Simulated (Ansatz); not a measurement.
Input and output of a self-consistent single point for CdSe6Ge2Na2 (Cc, 22 atoms in the cell) (Ansatz, a program for electronic structure).

Level of theory: PBEsol-D3BJ-ATM, default PAW files made with PBE (plane waves; Ansatz).

```xyz
22
Lattice="3.7019 -6.4302 0.0000 3.7019 6.4302 0.0000 -1.8072 0.0000 11.6350" Properties=species:S:1:pos:R:3 pbc="T T T"
Cd     4.5924    -3.2143     5.4937
Cd     3.6888     3.2143    11.3112
Se     4.0710    -0.7269     5.2930
Se     3.1674     0.7269    11.1105
Se     0.4725    -0.8700     6.1245
Se     1.3761     0.8700     0.3070
Ge     6.0748     0.2967     5.1816
Ge     5.1712    -0.2967    10.9991
Se     2.1709    -4.0093     5.8338
Se     3.0745     4.0093     0.0163
Se     2.2152     1.9930     3.6754
Se     1.3116    -1.9930     9.4929
Se     2.0663     2.7757     7.7323
Se     2.9699    -2.7757     1.9148
Ge     3.2846     4.6437     8.0684
Ge     4.1882    -4.6437     2.2509
Se     6.6192    -0.0289     2.9398
Se     5.7156     0.0289     8.7573
Na     4.4042     3.8401     3.5917
Na     3.5005    -3.8401     9.4092
Na     2.9562     0.0849     7.9281
Na     3.8598    -0.0849     2.1106
```

Reference input (self-consistent single point, DFT, PBEsol, plane waves, default PAW files made with PBE): basis.ecutwfc = 420 eV; kpoints.mp_grid.grid = 3 3 2; hamiltonian.xc = pbesol; hamiltonian.pseudopotentials = {kind: paw} (the program's default PAW files); scf.occupations.method = gaussian; scf.occupations.width = 0.1 eV. This run's input differs from it in these lines:

```diff
@@ -35,2 +35,3 @@
   xc: pbesol
+  dispersion: d3bjatm
   pseudopotentials: { kind: paw }
```

Log, with long lists cut:

```
SCF iter   1: F=—  HF=-104393.501060 eV  |F-HF|=—  |Δ(HF+E_count)|=         —  Δρ=3.02e-3  dr2=5.45e-2  ethr=1.77e-3  ⟨swp⟩=5.8  Hψ=5432  notcnv=0  defer=21
all-band conjugate gradients solve this SCF's bands
preconditioner: auto → Resta (q_TF=auto, 2.495 Å⁻¹)
SCF iter   2: F=—  HF=-104393.488998 eV  |F-HF|=—  |Δ(HF+E_count)|=   1.21e-2  Δρ=1.24e-3  dr2=1.03e-2  ethr=1.68e-5  ⟨swp⟩=3.0  Hψ=3096  notcnv=0  defer=26
   [... lines left out ...]
SCF iter   5: F=—  HF=-104393.488752 eV  |F-HF|=—  |Δ(HF+E_count)|=   7.26e-6  Δρ=4.51e-5  dr2=1.28e-5  ethr=2.98e-8  ⟨swp⟩=2.0  Hψ=2048  notcnv=0  defer=26
SCF iter   6: F=—  HF=-104393.488761 eV  |F-HF|=—  |Δ(HF+E_count)|=   8.77e-6  Δρ=1.85e-5  dr2=2.10e-6  ethr=3.95e-9  ⟨swp⟩=2.0  Hψ=2256  notcnv=0  defer=26
SCF iter   7: F=—  HF=-104393.488763 eV  |F-HF|=—  |Δ(HF+E_count)|=   2.36e-6  Δρ=5.51e-6  dr2=2.27e-7  ethr=6.47e-10  ⟨swp⟩=2.0  Hψ=2080  notcnv=0  defer=26
SCF iter   8: F=-104393.488763 eV  HF=-104393.488763 eV  |F-HF|=2.73e-8  |Δ(HF+E_count)|=   3.41e-7  Δρ=2.07e-6  dr2=2.98e-8  ethr=3.09e-11  ⟨swp⟩=9.6  Hψ=7569  notcnv=0
SCF 1 converged in 8 iterations: F = -104393.488763 eV  dr2 = 2.98e-8
Free energy (F): -104393.488763 eV
Internal energy: -104393.488763 eV  (E = F + TS)
E sigma→0 (E₀):  -104393.488763 eV
Fermi energy:    7.154818 eV
--- Forces (eV/Å), atoms counted from 1 ---
  atom   1  Cd     0.02659383    -0.00277168    -0.03282016
  atom   2  Cd     0.02659383     0.00277168    -0.03282016
  atom   3  Se    -1.04003566    -0.08111051    -0.03612634
  atom   4  Se    -1.04003566     0.08111051    -0.03612634
  atom   5  Se     0.98523165    -0.10683099    -0.31538503
  atom   6  Se     0.98523165     0.10683099    -0.31538503
  atom   7  Ge     0.18374426    -0.04582743     0.07702584
  atom   8  Ge     0.18374426     0.04582743     0.07702584
  atom   9  Se    -0.49680998     0.97675168     0.40879400
   [... lines left out ...]
  atom  22  Na    -0.02548369     0.04353590     0.01347090
--- Stress (GPa, compression-positive) ---
        4.038979       0.000000       0.171892
        0.000000       4.221126       0.000000
        0.171892       0.000000       3.098254
  P = ⅓ Tr σ = 3.7861 GPa (37.861 kbar)
  The stress holds the Pulay correction. Without it, at fixed plane waves, as pw.x and ABINIT print it: P = 3.7673 GPa
```

The run converged in 8 iterations. Against the reference run the pressure goes from 5.33 to 3.79 GPa, the largest force moves little (1.165 to 1.170 eV/Å) and the gap on the mesh stays at 1.822 eV.

The starting cell comes from a database of published, mostly measured structures (it also holds non-ambient and calculated ones), without a prior relaxation at this level. Its lattice was rescaled by a random factor within 2.5 % of one. With a pressure of about 4 GPa the cell is away from its equilibrium volume at this level. Forces in this geometry exceed 1 eV/Å. Ansatz's pressure includes its estimate of the finite-basis (Pulay) stress.

Cost on one core of a shared machine: roughly 70 s.

Keys are those of Ansatz 0.2.
